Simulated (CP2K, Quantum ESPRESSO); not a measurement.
Pressure against volume in zinc-blende GaP (space group 216) (CP2K, PBE)

```xyz
2
Lattice="3.7852 0.0000 0.0000 1.8926 3.2781 0.0000 1.8926 1.0927 3.0906" Properties=species:S:1:pos:R:3 pbc="T T T"
Ga     0.0000     0.0000     0.0000
P      5.6778     3.2781     2.3180
```

Computed with PBE, GPW, DZVP-MOLOPT-SR-GTH basis, GTH-PBE potentials (GTH_POTENTIALS) (CP2K). Settings: CUTOFF = 780 Ry; REL_CUTOFF = 50 Ry; SMEAR/METHOD = FERMI_DIRAC; ELECTRONIC_TEMPERATURE = 116.05 K; KPOINTS/SCHEME = MACDONALD 10 10 10 0.05 0.05 0.05; XC_FUNCTIONAL = PBE; Ga/BASIS_SET = DZVP-MOLOPT-SR-GTH-q13; Ga/POTENTIAL = GTH-PBE-q13; P/BASIS_SET = DZVP-MOLOPT-SR-GTH-q5; P/POTENTIAL = GTH-PBE-q5; METHOD = GPW; EPS_DEFAULT = 1e-10; NGRIDS = 5; SCF_GUESS = ATOMIC; EPS_SCF = 1e-06; MAX_SCF = 100. The cell above is the first row's. The rows scale it uniformly. In all rows fractional positions and the k mesh are held.

```
V (Å^3/atom)  P (GPa)
------------  -------
19.175           8.51
19.591           6.16
20.008           4.07
20.425           2.19
20.842           0.51
21.259          -1.00
21.676          -2.35
22.092          -3.55
22.509              ?
```

Question: Using a cubic, estimate the missing P at V = 22.509 from the other rows, showing the fit.

Answer: With u = V - 20.6, the rows have u = -1.4250, -1.0090, -0.5920, -0.1750, 0.2420, 0.6590, 1.0760, 1.4920. Least squares gives P = 1.458 - 4.0668·u + 0.5472·u² - 0.04878·u³. Residuals (row less fit): 0.005, -0.009, 0.003, 0.003, 0.005, -0.002, -0.005, 0.004; standard error 0.007 (degrees of freedom: 4). The fitted pressure is zero at V0 = 20.98, where dP/dV = -3.675, so B0 = -V0·dP/dV = 77.1 GPa. At the withheld row, u = 1.9090, so P = 1.458 - 4.0668 × 1.9090 + 0.5472 × 1.9090² - 0.04878 × 1.9090³ = -4.651 GPa. The calculation gives -4.63 GPa, 0.021 GPa above the prediction (0.2 % of the range of P in the table). The row lies outside the fitted rows, so this is an extrapolation. From the scatter of the fitted rows alone, a prediction at this place has a standard error of 0.018 GPa, so the miss is 1.2 times that.

Carrying the step between the two nearest rows on in a straight line would have given -4.75, off by 0.12; series whose last step already gives the withheld value aren't shown. The scan was laid around a cell of about the measured size, scaled by a guess for this functional. The runs keep the symmetry of the cell, so they don't test it for distortions. A plane-wave scan with the same functional (Quantum ESPRESSO, GBRV) gives V0 = 20.87 Å^3/atom and B0 = 76.5 GPa; a Birch-Murnaghan fit to all rows here lies 0.5 % from it in V0 and 1 % in B0; the two differ in basis, and may differ in potentials and mesh. Values carry the incompleteness of an atom-centred basis. Cutoffs and mesh are single choices, not tested for convergence of this quantity. Series with a scatter that would blur these digits, or in which a gap closes, are not shown.
